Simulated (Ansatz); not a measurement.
Band structure of TiCo (Pm-3m, 2 atoms in the cell).

```
TiCo
1.0
    2.96309     0.00000     0.00000
    0.00000     2.96309     0.00000
    0.00000     0.00000     2.96309
Ti Co
1 1
Cartesian
  0.00000   0.00000   0.00000
  1.48154   1.48154   1.48154
```

Method of the run: PBE (plane waves, PAW; Ansatz, a first-principles code).

Settings: basis.ecutwfc = 420 eV; kpoints.mp_grid.grid = 9 9 9; hamiltonian.xc = pbe; hamiltonian.pseudopotentials = {kind: paw} (the program's default PAW files); scf.occupations.method = fermi_dirac; scf.occupations.width = 0.136 eV; kpoints.band_path.npoints = 8.

The starting cell has typed, rounded lattice constants, without a prior relaxation at this level. Its lattice was rescaled by a random factor within 2.5 % of one. Spin polarisation is off.

Levels in eV from the Fermi level, bands 12 to 18:
```tsv
point	12	13	14	15	16	17	18
Γ	-1.48	-1.48	-1.48	0.83	0.83	2.84	2.84
X	-1.56	-1.56	-1.05	-0.79	0.14	0.69	0.69
M	-2.46	-0.59	-0.12	0.66	0.66	1.29	2.69
R	-2.15	-2.15	-2.15	-0.55	-0.55	3.27	3.27
```

Bands cross the Fermi level along this path, so the cell is metallic at this level.

Keys are those of Ansatz 0.2.
